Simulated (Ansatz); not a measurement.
Spacing of the highest filled and lowest empty level at the zone centre in eight small model glasses of hand-chosen composition and density, fast-quenched (anions pushed apart in CHGNet runs), each at its PBE geometry, by PBE and by r2SCAN (Ansatz, a program for electronic structure, plane waves, PAW). The cells are the first eight to finish that balance their formal charges, show no moments and no lower geometry on charging where those were tested, and have a gap at both levels; defect levels can set the spacings.

```tsv
cell	quench by	pressure (GPa)	levels at the gap	PBE (eV)	experiment, tabulated (eV)
Zr20O41Zn	CHGNet	0.3	localised at the filled edge	3.54	-
Ga24O39In2	CHGNet	0.1	localised at the filled edge	1.59	-
Ti20O43Sc2	CHGNet	0.9	spread	2.76	-
Si30N45P3	CHGNet	3.2	localised at both edges	2.04	-
Si30N42Ca3	CHGNet	0.1	localised at the filled edge	2.75	-
In24O38Ti	CHGNet	-1.5	localised at the filled edge	0.50	-
Zr20O42Si	CHGNet	-0.2	localised at the filled edge	3.48	-
Si30N41In	CHGNet	0.1	localised at the filled edge	2.40	-
```

Problem. What does r2SCAN give, and how does it move these values against PBE?

Solution. Zr20O41Zn 3.96, Ga24O39In2 2.12, Ti20O43Sc2 3.10, Si30N45P3 2.46, Si30N42Ca3 3.19, In24O38Ti 0.97, Zr20O42Si 3.93, Si30N41In 2.80 eV. It raises them by +0.34 to +0.53 eV, +0.44 eV on average. A straight line through the eight gives r2SCAN = 0.98 × PBE +0.48 eV, with a scatter of 0.05 eV.
